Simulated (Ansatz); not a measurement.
# Effect of uniaxial stress, 0.5 GPa tension along x on CdTe

The reference is CdTe in the zinc blende structure (space group F-43m, No. 216; a = 6.558 Å). Axes: x, y, z lie along the cube axes.

It is then changed as follows: uniaxial stress, 0.5 GPa tension along x; all other stress components relax to zero.

Computed with Ansatz (a program for electronic structure) r2SCAN, spin-orbit coupling left out. Settings: 9×9×9 k-points, 0.05 eV Fermi–Dirac smearing.

The volume per atom rises by 0.14 Å³ (35.25 Å³ → 35.39 Å³) and the space group changes from F-43m (No. 216) to I-4m2 (No. 119). The shortest interatomic distance rises by 0.004 Å, from 2.840 Å to 2.844 Å and the energy goes up by 1.0 meV/atom. The band gap falls by 0.05 eV to 1.12 eV and the gap character is still direct at Γ. The electron mass changes from 0.090 mₑ (at Γ) to 0.089 mₑ (at Γ) and the valence-band top at Γ (three highest levels, from the VBM) becomes 0.00, 0.00, -0.09 eV (base: 0.00, 0.00, 0.00 eV). The valley order (the lowest conduction-band minima on the path, energy above the VBM, named in the base's zone) goes from Γ 1.17 eV; L along ⟨111⟩ 2.20 eV to Γ 1.12 eV; L along [1-11] 2.16 eV and the strain response (xx, yy, zz) comes out as (+1.98, −0.78, −0.78) %.

Cost of the whole job for the changed cell (relaxation, final SCF and bands): around 4 core-minutes (rough).

With Te present, leaving out spin-orbit coupling can change the band edges. Masses are band curvatures over ±0.01 Å⁻¹ around the edge. Stability under load was not tested beyond the relaxation. Labels are those of the standard path for the cell's own space group.
